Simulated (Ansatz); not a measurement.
An Ansatz (a first-principles code) run: Ba with a change (biaxial strain +2.00 %, plane normal [001], relaxed out of plane); PBEsol/PAW in Ansatz, spin-orbit coupling left out.

Input:

Ansatz 0.2 input:
```yaml
crystal:
  lattice:
    - [4.9795292278, 0, 0]
    - [0, 4.9795292278, 0]
    - [2.4897646139, -2.4897646139, 2.4165362429]
  atoms:
    - { symbol: Ba, position: [0, 0, 0] }
basis: { ecutwfc: 420, ecutrho_ratio: 4, xc_grid: 2, fft_grid_basis: typed }
kpoints: { mp_grid: { grid: [19, 19, 19] } }
hamiltonian:
  xc: pbesol
  dispersion: none
  pseudopotentials: { kind: paw }
scf: { occupations: { method: fermi_dirac, width: 0.1 } }
relax: { f_tol: 0.005, max_steps: 50, cell: { stress_tol: 0.01, fix: [a, b, gamma] } }
output: { forces: true, stress: true }
checkpoint: { write: state.ck, write_every: 1000 }
```

Output (explanatory and most iteration lines left out):

```
Relaxation: its limit of steps is 50 (relax.max_steps)
Pseudopotential: Ba, paw, valence charge 10
Crystal: 1 atoms, lattice volume = 59.920 Å³
Basis set: ecut = 420 eV, 1181 PW (Γ), exchange–correlation on 72×72×60 points (8 copies of the dense FFT grid, shifted against one another)
Bands: 9, of which v1, the nominal top of the filled ones, is band 5 counted from 1 (4 counted from 0)
Symmetry: 16 space group operations
Space group: I4/mmm (ITA 139), of the structure as read, at distance tolerance 3.9e-5 Å
k-points: 550 of 6859
Functional: x = pbesol(κ = 0.804, μ = 0.12345679012345678), c = pbesol(β = 0.046)
SCF iter   1: F=—  HF=-5862.628291 eV  |F-HF|=—  |Δ(HF+E_count)|=         —  Δρ=1.69e-3  dr2=1.55e-3  ethr=1.77e-3  ⟨swp⟩=7.7  Hψ=49434  notcnv=0
SCF iter   2: F=—  HF=-5862.628442 eV  |F-HF|=—  |Δ(HF+E_count)|=   1.51e-4  Δρ=1.07e-3  dr2=7.43e-4  ethr=1.55e-5  ⟨swp⟩=2.2  Hψ=11058  notcnv=0
SCF 1 converged in 6 iterations: F = -5862.628473 eV  dr2 = 1.75e-9
relax step   1: F+E_penalty+E_count = -5862.62847253 eV  Δ(F+E_penalty+E_count) = +0.000e0 eV  max|allowed force component| = 0.000e0 eV/Å  Δτ_max = 0.0000 Å  P = -0.249 GPa  Ω = 59.920 Å³  fix = [a, b, gamma]  reactions: a -0.302, b -0.302 GPa  (6 SCF iters, dr2 threshold 1.00e-7 eV, accepted)
[... steps on the carried basis left out ...]
relax step   3: F+E_penalty+E_count = -5862.62877982 eV  Δ(F+E_penalty+E_count) = -2.178e-4 eV  max|allowed force component| = 0.000e0 eV/Å  Δτ_max = 0.0000 Å  P = -0.150 GPa  Ω = 59.238 Å³  energy of the carried Pulay correction = +4.160e-6 eV  fix = [a, b, gamma]  reactions: a -0.227, b -0.227 GPa  (4 SCF iters, dr2 threshold 3.73e-8 eV, accepted)
Crystal: 1 atoms, lattice volume = 59.238 Å³
SCF iter   1: F=—  HF=-5862.628776 eV  |F-HF|=—  |Δ(HF+E_count)|=         —  Δρ=3.32e-6  dr2=8.63e-9  ethr=2.87e-8  ⟨swp⟩=3.2  Hψ=65484  notcnv=0
SCF iter   2: F=—  HF=-5862.628776 eV  |F-HF|=—  |Δ(HF+E_count)|=   7.24e-8  Δρ=2.14e-6  dr2=4.40e-9  ethr=8.63e-11  ⟨swp⟩=2.4  Hψ=7677  notcnv=0
SCF 4 converged in 5 iterations: F = -5862.628776 eV  dr2 = 3.95e-13
SCF converged after 5 iterations
Free energy (F): -5862.628776 eV
Internal energy: -5862.585648 eV  (E = F + TS)
E sigma→0 (E₀):  -5862.607212 eV
Entropy (-TS):   -0.043128 eV (-43.128 meV/atom)
Fermi energy:    6.203933 eV
--- Forces (eV/Å), atoms counted from 1 ---
  atom   1  Ba     0.00000000     0.00000000     0.00000000
--- Stress (GPa, compression-positive) ---
       -0.226603       0.000000       0.000000
        0.000000      -0.226603       0.000000
        0.000000       0.000000       0.003919
  P = ⅓ Tr σ = -0.1498 GPa (-1.498 kbar)
--- Relaxed structure (3 steps of the walk, 3 accepted, 1 SCFs on fresh bases) ---
  cell:  # Å, volume = 59.2381 Å³
    - [4.9795292278, 0.0, 0.0]
    - [0.0, 4.9795292278, 0.0]
    - [2.4897646139, -2.4897646139, 2.38904614022464]
  atoms:
    - { symbol: Ba, position: [0.0, 0.0, 0.0] }
```

No phonon test of stability was made. The cell was made from Ba in the bcc (W type) structure (space group Im-3m, No. 229) by this change: biaxial strain +2.00 %, plane normal [001], relaxed out of plane.
